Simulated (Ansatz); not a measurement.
Results of LDA in Ansatz (plane waves, PAW) for Si₃N₄ (P6₃/m, No. 176).

Numerical settings: plane-wave cutoff 520 eV, 6×6×12 k mesh (along the axes of the cell as run), perturbation theory, scalar-relativistic PAW data made under PBE.

Cell (relaxed at this level):

```yaml
crystal:
  lattice:
    - [7.57392, 0.00000, 0.00000]
    - [-3.78696, 6.55921, 0.00000]
    - [0.00000, 0.00000, 2.89155]
  atoms:
    - { symbol: Si, position: [0.17382, 0.76745, 0.25000] }
    - { symbol: Si, position: [0.40637, 0.17382, 0.75000] }
    - { symbol: Si, position: [0.23255, 0.40637, 0.25000] }
    - { symbol: Si, position: [0.82618, 0.23255, 0.75000] }
    - { symbol: Si, position: [0.59363, 0.82618, 0.25000] }
    - { symbol: Si, position: [0.76745, 0.59363, 0.75000] }
    - { symbol: N, position: [0.33333, 0.66667, 0.25000] }
    - { symbol: N, position: [0.66667, 0.33333, 0.75000] }
    - { symbol: N, position: [0.33014, 0.02950, 0.25000] }
    - { symbol: N, position: [0.30064, 0.33014, 0.75000] }
    - { symbol: N, position: [0.97050, 0.30064, 0.25000] }
    - { symbol: N, position: [0.66986, 0.97050, 0.75000] }
    - { symbol: N, position: [0.69936, 0.66986, 0.25000] }
    - { symbol: N, position: [0.02950, 0.69936, 0.75000] }
```

### Question
Predict the high-frequency dielectric constant (mean over three axes) and static dielectric constant (mean over three axes).

### Answer

- high-frequency dielectric constant (mean over three axes) = 4.26
- static dielectric constant (mean over three axes) = 8.15

Ansatz is a quantum-chemistry and plane-wave program.
